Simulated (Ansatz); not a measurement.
Base system: W in the bcc (W type) structure (space group Im-3m, No. 229; a = 3.1543 Å).

All numbers come from plane-wave PAW DFT at the PBEsol level (Ansatz, an electronic-structure program, 420 eV), spin-orbit coupling left out.

Base values:

The lattice parameter a is 5.961 bohr and the band gap comes out as zero.

One thing is altered: cell and atoms relaxed at a pressure of 4.5 GPa.

Problem. Estimate the effect on the lattice parameter a and band gap.

Solution. The lattice parameter a falls by 0.027 bohr (5.961 bohr → 5.934 bohr); the band gap stays zero.

Load acts through the strain it causes; cell and atoms are relaxed under it. Stability against distortions was not tested. All final runs are without spin polarisation.
